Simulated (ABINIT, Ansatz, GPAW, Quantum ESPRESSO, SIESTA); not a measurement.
One structure in several programs: Mg6AlSi (Amm2, 8 atoms in the cell)

Self-consistent single point.

```
CELL_PARAMETERS angstrom
      5.15318     0.00000     0.00000
      0.00000     3.03442     5.28658
      0.00000    -3.03442     5.28658
ATOMIC_POSITIONS crystal
  Mg 0.00000 0.34044 0.83104
  Mg 0.00000 0.83104 0.34044
  Mg 0.00000 0.33250 0.33250
  Mg 0.50000 0.16202 0.66768
  Mg 0.50000 0.66768 0.16202
  Mg 0.50000 0.16730 0.16730
  Al 0.00000 0.83076 0.83076
  Si 0.50000 0.66825 0.66825
```

Shared settings, as Ansatz (a quantum-chemistry and plane-wave program) writes them: kpoints.mp_grid.grid = 3 3 3; scf.occupations.method = fermi_dirac; scf.occupations.width = 0.1 eV. Potentials and cutoffs stand in the table.

```json
[
 {"code": "SIESTA", "model": "LDA PW92, numerical atomic orbitals DZP, PseudoDojo LDA standard norm-conserving potentials (rewritten from UPF to PSML)", "pressure (GPa)": "-0.31", "largest force (eV/Å)": "0.090", "cutoff": "grid 300 Ry"},
 {"code": "ABINIT", "model": "LDA (PW92), norm-conserving pseudopotentials (PseudoDojo nc-sr-04 LDA standard)", "pressure (GPa)": "-3.08", "largest force (eV/Å)": "0.107", "cutoff": "84 Ry"},
 {"code": "Ansatz", "model": "LDA (PW92), PAW files made with PBE", "pressure (GPa)": "-3.13", "largest force (eV/Å)": "0.109", "cutoff": "420 eV"},
 {"code": "GPAW", "model": "LDA (Perdew-Wang 92), GPAW PAW datasets LDA (gpaw-data 1.0.1)", "pressure (GPa)": "-3.12", "largest force (eV/Å)": "0.111", "cutoff": "850 eV"},
 {"code": "Quantum ESPRESSO", "model": "LDA (PZ), GBRV 1.5 ultrasoft (LDA) pseudopotentials", "pressure (GPa)": "-3.14", "largest force (eV/Å)": "0.112", "cutoff": "40 Ry"}
]
```

Size of the force on each atom (eV/Å): Sizes of forces hide their directions.

```csv
code,Mg1,Mg2,Mg3,Mg4,Mg5,Mg6,Al7,Si8
SIESTA,0.017,0.017,0.063,0.028,0.028,0.071,0.081,0.090
ABINIT,0.027,0.027,0.037,0.024,0.024,0.025,0.107,0.034
Ansatz,0.028,0.028,0.037,0.023,0.023,0.025,0.109,0.036
GPAW,0.029,0.029,0.037,0.023,0.023,0.024,0.111,0.038
Quantum ESPRESSO,0.028,0.028,0.036,0.024,0.024,0.025,0.112,0.038
```

The spread over the programs that give each value: pressure within 2.83 GPa; largest force within 0.022 eV/Å.

SIESTA uses small atom-centred bases, whose incompleteness enters pressures, forces and empty levels differently from a plane-wave cutoff. Ansatz's pressure is given at a fixed set of plane waves, as the other plane-wave codes print theirs. The same LDA comes in different parametrisations, which differ slightly. In the pressure, SIESTA (by 2.81) lies more than 1 GPa from the median of the plane-wave programs.

The shared mesh is coarse (it stands for a supercell whose shortest vector is 15 Å), so the values are not converged in it.

The starting cell comes from a database of computed structures (which also holds hypothetical and non-ambient phases and stackings), without a prior relaxation at this level.

Left out of this page: CP2K (unsound by tests on forces, stress, charge or solver warnings).

Keys are those of Ansatz 0.2.
